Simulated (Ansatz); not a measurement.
SiC (I-4m2), r2SCAN with spin-orbit coupling, rigid bands run with Ansatz (a program for electronic structure): Condition of this run: biaxial stress in (001) of -15 GPa (compression positive) (the target of the relaxation). band gap 1.07 eV, N_c = 4.88e18 cm⁻³ and N_v = 9.89e18 cm⁻³ at 300 K, conductivity masses along x (a = (0.00, 2.27, 2.11) Å; b = (2.27, 0.00, 2.11) Å; c = (2.27, 2.27, 0.00) Å) of 0.256 mₑ (electrons) and 0.635 mₑ (holes). Take k_BT = 0.02585 eV.

Question: What built-in voltage has an abrupt junction with N_A = 1e17 and N_D = 1e18 cm⁻³, all dopants ionised?

Answer: V_bi = E_g/e − (k_BT/e) ln(N_c N_v/(N_A N_D)) = 1.07 − 0.02585 × 6.18 = 0.91 V. It follows the computed gap one for one.

Question: A film of it is 5 nm thick, with its normal along the direction named. Estimate the confinement energies in an infinite well.

Answer: ħ²π²/(2m t²) = 0.376 eV·nm²/(m/mₑ × t²) gives 58.8 meV for electrons and 23.7 meV for holes, so the gap would widen to about 1.15 eV. Finite barriers and nonparabolic bands lower this, and with several valleys or bands the heaviest mass along the normal sets the lowest level, not this average.

Question: Find the intrinsic carrier density and the intrinsic Fermi level.

Answer: n_i = √(N_c N_v) exp(−E_g/2k_BT) = 6.95e18 × exp(−20.69) = 7.1e9 cm⁻³. The level lies (k_BT/2) ln(N_v/N_c) = 9 meV from mid-gap (positive towards the conduction band). Each 0.1 eV added to the gap lowers n_i by a factor of 6.9.

Rigid, parabolic bands with the computed gap; masses take one relaxation time for all states. Geometry: cell and atoms relaxed with PBEsol.
